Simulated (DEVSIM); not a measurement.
System: abrupt GaAs p-n junction, at 250 K.

Layer 1 from the left is GaAs, thickness (μm) 0.380, Na (cm⁻³) 1.4e16, τn (s) 5.8e-8, τp (s) 5.8e-8. Layer 2 from the left is GaAs, thickness (μm) 150, Nd (cm⁻³) 5.3e16, τn (s) 5.8e-8, τp (s) 1.7e-9.

Left contact: ohmic. Right contact: ohmic. Voltage is applied to the left contact. Recombination: SRH at mid-gap, radiative. Mobility is μmin + (μ − μmin)/(1 + (N/Nref)^α).

Constants are typed, rounded textbook-type inputs, not results; the design itself was drawn at random and stands for no fabricated device. Values at 300 K; Nc and Nv go as T^1.5, mobilities as T to minus their exponent, the gap by Varshni's rule with the affinity fixed.

GaAs: gap (eV) 1.424, affinity (eV) 4.07, permittivity 12.9, Nc (cm⁻³) 4.7e17, Nv (cm⁻³) 9e18, μn (cm²/Vs) 8500, μp (cm²/Vs) 400, μn,min 500, μp,min 20, Nref,n 6e16, Nref,p 1.5e17, αn 0.39, αp 0.38, T exponent of μn 2.1, T exponent of μp 2.2, B (cm³/s) 2e-10, Varshni α (eV/K) 0.000541, Varshni β (K) 204.

Model (solved in DEVSIM): 1D drift-diffusion, Boltzmann statistics, complete ionisation; no tunnelling, impact ionisation, image-force lowering or self-heating.

Problem. What does the simulation give for the largest field in the device at zero bias, the potential step across the device at zero bias?

Solution. largest field in the device at zero bias 62000 V/cm; potential step across the device at zero bias 1.272 V.
